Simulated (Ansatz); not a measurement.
# ZnSe: response to strain

The reference is ZnSe in the zinc blende structure (space group F-43m, No. 216).

```xyz
2
Lattice="0.0000 2.8328 2.8328 2.8328 0.0000 2.8328 2.8328 2.8328 0.0000" Properties=species:S:1:pos:R:3 pbc="T T T"
Zn     0.0000     0.0000     0.0000
Se     1.4164     1.4164     1.4164
```

Cartesian axes are those of the cell as printed.

Strains are applied to the cell and any free atomic positions relax.

Level of theory: plane-wave PAW DFT at the r2SCAN level (Ansatz, a quantum-chemistry and plane-wave program, 500 eV), scalar-relativistic without spin-orbit coupling.

Notes on the quantities. pressure: mean of the normal stresses, compression positive; energy relative to the base: free energy F.

```
case                            band gap   pressure  volume per atom  energy relative to the base
------------------------------  --------  ---------  ---------------  ---------------------------
base                             1.87 eV  -0.01 GPa         22.73 Å³                   0 meV/atom
uniaxial strain ε_zz = +0.50 %   1.84 eV  -0.33 GPa         22.85 Å³                +0.2 meV/atom
uniaxial strain ε_zz = +1.00 %   1.81 eV  -0.64 GPa         22.96 Å³                +0.6 meV/atom
uniaxial strain ε_zz = +1.50 %   1.78 eV  -0.95 GPa         23.07 Å³                +1.4 meV/atom
uniaxial strain ε_zz = +2.00 %   1.76 eV  -1.25 GPa         23.19 Å³                +2.5 meV/atom
uniaxial strain ε_zz = +2.50 %       ___        ___         23.30 Å³                          ___
uniaxial strain ε_zz = +3.00 %   1.70 eV  -1.83 GPa         23.41 Å³                +5.7 meV/atom
```

**Question.** What belongs in the blanks?

**Answer.** 
- uniaxial strain ε_zz = +2.50 %, band gap: 1.73 eV
- uniaxial strain ε_zz = +2.50 %, pressure: -1.54 GPa
- uniaxial strain ε_zz = +2.50 %, energy relative to the base: +3.9 meV/atom

Stability against distortions was not tested.
